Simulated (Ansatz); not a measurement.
**How a calculation on VSn2 (Fddd, 12 atoms in the cell) responds to its settings**

```
CELL_PARAMETERS angstrom
      0.00000     4.70744     9.32447
      2.75603     0.00000     9.32447
      2.75603     4.70744     0.00000
ATOMIC_POSITIONS crystal
  V  0.87777 0.87777 0.62223
  V  0.62223 0.62223 0.87777
  V  0.37223 0.37223 0.62777
  V  0.62777 0.62777 0.37223
  Sn 0.91586 0.58414 0.91586
  Sn 0.58414 0.91586 0.58414
  Sn 0.33414 0.66586 0.33414
  Sn 0.66586 0.33414 0.66586
  Sn 0.16584 0.16584 0.33416
  Sn 0.33416 0.33416 0.16584
  Sn 0.08416 0.08416 0.91584
  Sn 0.91584 0.91584 0.08416
```

Base run A: LDA (PW92), default PAW files made with PBE in Ansatz (a first-principles code), self-consistent single point.

Its settings: basis.ecutwfc = 30.9 Ry; kpoints.mp_grid.grid = 6 6 6; hamiltonian.xc = lda; hamiltonian.pseudopotentials = {kind: paw} (the program's default PAW files); scf.occupations.method = cold; scf.occupations.width = 0.0073 Ry.

The starting cell comes from a database of computed structures (which also holds hypothetical and non-ambient phases and stackings), without a prior relaxation at this level. Spin polarisation is off. In the base run, with a pressure of about -5 GPa the cell is away from its equilibrium volume at this level. Ansatz's pressure includes its estimate of the finite-basis (Pulay) stress.

ΔF is the free energy per atom less that of run A. 

```json
[
 {"run": "A", "scf.occupations.width": "0.0073 Ry", "ΔF (meV/atom)": "0.00", "pressure (GPa)": "-5.41", "largest force (eV/Å)": "0.059", "TS (meV/atom)": "0.2"},
 {"run": "B", "scf.occupations.width": "0.0001 Ry", "ΔF (meV/atom)": "-0.04", "pressure (GPa)": "-5.42", "largest force (eV/Å)": "0.069", "TS (meV/atom)": "0.0"},
 {"run": "C", "scf.occupations.width": "0.0007 Ry", "ΔF (meV/atom)": "-0.04", "pressure (GPa)": "-5.42", "largest force (eV/Å)": "0.072", "TS (meV/atom)": "0.0"},
 {"run": "D", "scf.occupations.width": "0.0018 Ry", "ΔF (meV/atom)": "-0.01", "pressure (GPa)": "-5.42", "largest force (eV/Å)": "0.069", "TS (meV/atom)": "-0.1"},
 {"run": "E", "scf.occupations.width": "0.0037 Ry", "ΔF (meV/atom)": "0.04", "pressure (GPa)": "-5.42", "largest force (eV/Å)": "0.061", "TS (meV/atom)": "-0.1"},
 {"run": "F", "scf.occupations.width": "0.011 Ry", "ΔF (meV/atom)": "-0.11", "pressure (GPa)": "-5.41", "largest force (eV/Å)": "0.065", "TS (meV/atom)": "0.3"},
 {"run": "G", "scf.occupations.width": "0.0147 Ry", "ΔF (meV/atom)": "-0.16", "pressure (GPa)": "-5.41", "largest force (eV/Å)": "0.074", "TS (meV/atom)": "0.1"},
 {"run": "H", "scf.occupations.width": "0.022 Ry", "ΔF (meV/atom)": "0.08", "pressure (GPa)": "-5.42", "largest force (eV/Å)": "0.099", "TS (meV/atom)": "-1.9"},
 {"run": "I", "scf.occupations.width": "0.0367 Ry", "ΔF (meV/atom)": "3.8", "pressure (GPa)": "-5.47", "largest force (eV/Å)": "0.159", "TS (meV/atom)": "-16.1"},
 {"run": "J", "scf.occupations.width": "0.0588 Ry", "ΔF (meV/atom)": "15.9", "pressure (GPa)": "-5.38", "largest force (eV/Å)": "0.222", "TS (meV/atom)": "-31.1"}
]
```

Run I against A: The free energy goes up by 3.8 meV/atom, the pressure hardly changes (-5.41 to -5.47 GPa) and the largest force goes from 0.059 to 0.159 eV/Å.

Run J against A: The free energy rises by 15.9 meV/atom, the pressure moves little (-5.41 to -5.38 GPa) and the largest force goes from 0.059 to 0.222 eV/Å.

Keys are those of Ansatz 0.2.
